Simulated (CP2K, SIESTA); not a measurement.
A SIESTA input for a self-consistent single point of In₂Sb (P1, 6 atoms in the cell) (DFT, LDA PW92, numerical atomic orbitals DZP, PseudoDojo LDA standard norm-conserving potentials (rewritten from UPF to PSML)):

```
# files in the folder: In.psml Sb.psml (PseudoDojo LDA standard)
SystemName  In2Sb
SystemLabel siesta

NumberOfAtoms                6
NumberOfSpecies              2
%block ChemicalSpeciesLabel
  1 49 In
  2 51 Sb
%endblock ChemicalSpeciesLabel
LatticeConstant              1.0 Ang
%block LatticeVectors
     5.379900000    0.000000000    0.000000000
    -2.689950000    4.659130000    0.000000000
     0.000000000    0.000000000    6.722550000
%endblock LatticeVectors
AtomicCoordinatesFormat      Bohr
%block AtomicCoordinatesAndAtomicSpecies
     5.141365468    2.796487640    3.059044421  1
     0.024643687    5.830801885    9.458369509  1
    -0.047945391    0.013594117    6.299054165  1
    -0.062742787    0.089656017    0.125094106  1
     5.164712921    2.990494350    9.593563119  2
    -0.053491237    5.887916545    3.224307874  2
%endblock AtomicCoordinatesAndAtomicSpecies

XC.functional                LDA
XC.authors                   PW92
PAO.BasisSize                DZP
PAO.EnergyShift              0.01 Ry
MeshCutoff                   300 Ry
%block kgrid.MonkhorstPack
    5   0   0  0.0
    0   5   0  0.0
    0   0   4  0.0
%endblock kgrid.MonkhorstPack
OccupationFunction           FD
ElectronicTemperature        136.0 meV

MaxSCFIterations             150
SCF.Mixer.Method             Broyden
SCF.Mixer.Weight             0.25
SCF.Mixer.History            6
SCF.DM.Tolerance             1.0E-05
Diag.ParallelOverK           true
WriteForces                  true
Charge.Mulliken              end
```

Q: Translate this input to CP2K.

A: One input that does it (others would too):

```
&GLOBAL
  PROJECT scf
  RUN_TYPE ENERGY_FORCE
  PRINT_LEVEL MEDIUM
&END GLOBAL
&FORCE_EVAL
  METHOD Quickstep
  STRESS_TENSOR ANALYTICAL
  &DFT
    BASIS_SET_FILE_NAME BASIS_MOLOPT
    POTENTIAL_FILE_NAME GTH_POTENTIALS
    &QS
      METHOD GPW
      EPS_DEFAULT 1E-10
    &END QS
    &MGRID
      CUTOFF 500
      REL_CUTOFF 60
      NGRIDS 5
    &END MGRID
    &SCF
      SCF_GUESS ATOMIC
      EPS_SCF 1E-7
      MAX_SCF 100
      ADDED_MOS 11
      &DIAGONALIZATION
        ALGORITHM STANDARD
      &END DIAGONALIZATION
      &MIXING
        METHOD BROYDEN_MIXING
        ALPHA 0.3
        NBUFFER 12
        BETA 1.5
      &END MIXING
      &SMEAR ON
        METHOD FERMI_DIRAC
        ELECTRONIC_TEMPERATURE [K] 1578.21
      &END SMEAR
    &END SCF
    &KPOINTS
      SCHEME MONKHORST-PACK 5 5 4
      GAMMA_CENTERED T
    &END KPOINTS
    &XC
      &XC_FUNCTIONAL PADE
      &END XC_FUNCTIONAL
    &END XC
    &PRINT
      &MO
        EIGENVALUES T
        OCCUPATION_NUMBERS T
        NDIGITS 8
        FILENAME mo
        &EACH
          QS_SCF 0
        &END EACH
        ADD_LAST NUMERIC
      &END MO
      &MULLIKEN ON
      &END MULLIKEN
    &END PRINT
  &END DFT
  &SUBSYS
    &CELL
      A 5.37990000 0.00000000 0.00000000
      B -2.68995000 4.65913000 0.00000000
      C 0.00000000 0.00000000 6.72255000
      PERIODIC XYZ
    &END CELL
    &COORD
      In       2.72069344     1.47983753     1.61877659
      In       0.01304088     3.08552748     5.00515360
      In      -0.02537161     0.00719370     3.33331591
      In      -0.03320205     0.04744392     0.06619695
      Sb       2.73304838     1.58250146     5.07669497
      Sb      -0.02830634     3.11575126     1.70623025
    &END COORD
    &KIND In
      BASIS_SET DZVP-MOLOPT-SR-GTH-q13
      POTENTIAL GTH-PADE-q13
    &END KIND
    &KIND Sb
      BASIS_SET DZVP-MOLOPT-SR-GTH-q5
      POTENTIAL GTH-PADE-q5
    &END KIND
  &END SUBSYS
  &PRINT
    &FORCES ON
    &END FORCES
    &STRESS_TENSOR ON
    &END STRESS_TENSOR
  &END PRINT
&END FORCE_EVAL
```

Basis, cutoffs, solver keys and any potentials are the target program's own. This input uses DFT LDA (Pade form), GPW, DZVP-MOLOPT-SR-GTH basis, GTH-PADE potentials (GTH_POTENTIALS). LDA parametrisations can differ slightly between programs.

The starting cell comes from a database of computed structures (which also holds hypothetical and non-ambient phases and stackings), without a prior relaxation at this level. For this run, on top of that: atoms moved at random.
